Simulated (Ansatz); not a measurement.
Results of PBE0 (PAW; Ansatz, a quantum-chemistry and plane-wave program) for GeSe2 (I-42d, No. 122, 6 atoms in the cell; start mp-10074).

Run with plane-wave cutoff 500 eV, 6×6×6 k mesh, gaussian smearing 0.02 eV, scalar-relativistic PAW data made under PBE.

Cell (relaxed with PBEsol):

Space group I-42d (No. 122); a = b = 5.792 Å, c = 9.603 Å, α = β = γ = 90.00°

```csv
atom,site,symmetry,x,y,z
Ge,4a,-4..,0.0000,0.0000,0.0000
Se,8d,.2.,0.2500,0.2495,0.3750
```
(The calculation used a cell of 6 atoms; values per cell refer to that cell.)

Task: Give the computed band gap.

Result: 
- band gap: 2.95 eV (on the SCF k mesh)

Note: cell and atoms aren't relaxed at this level.

Spin–orbit coupling is not included.

The computed numbers hold no vibrational or temperature effects.

A start named mp-… is a Materials Project structure, which need not be a measured phase.
